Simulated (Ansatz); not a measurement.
**ZnS: pressure series**

The parent structure is ZnS in the zinc blende structure (space group F-43m, No. 216).

```cif
data_S4Zn4
_chemical_formula_sum 'S4 Zn4'
_space_group_name_H-M_alt 'F-43m'
_space_group_IT_number 216
_space_group_name_Hall 'F -4 2 3'
_cell_length_a 5.44344
_cell_length_b 5.44344
_cell_length_c 5.44344
_cell_angle_alpha 90.000
_cell_angle_beta 90.000
_cell_angle_gamma 90.000
loop_
_atom_site_label
_atom_site_type_symbol
_atom_site_symmetry_multiplicity
_atom_site_Wyckoff_symbol
_atom_site_fract_x
_atom_site_fract_y
_atom_site_fract_z
_atom_site_occupancy
S1 S 4 c 0.25000 0.25000 0.25000 1
Zn1 Zn 4 a 0.00000 0.00000 0.00000 1
```
(The calculation used a cell of 2 atoms; values per cell refer to that cell.)

Cell and atoms are relaxed at each pressure.

Computed with Ansatz (a program for electronic structure) PBE, spin-orbit coupling left out.

Candidates:
(a) pressure 45 GPa
(b) pressure 18 GPa
(c) pressure 1.8 GPa
(d) pressure 60 GPa
(e) pressure 9 GPa

For the base:

Band gap: 2.02 eV

**Question.** Order them by band gap, lowest first.

**Answer.** (c) pressure 1.8 GPa (2.12 eV), (d) pressure 60 GPa (2.37 eV), (e) pressure 9 GPa (2.47 eV), (a) pressure 45 GPa (2.56 eV), (b) pressure 18 GPa (2.80 eV)

Load acts through the strain it causes; cell and atoms are relaxed under it. Stability against distortions was not tested. Measured, ZnS leaves this structure (for rock salt) near 14.7 GPa (temperature not stated; as listed in Datta, Sujoy, Jana, Debnarayan, arXiv (2020)), on rising pressure, with hysteresis.
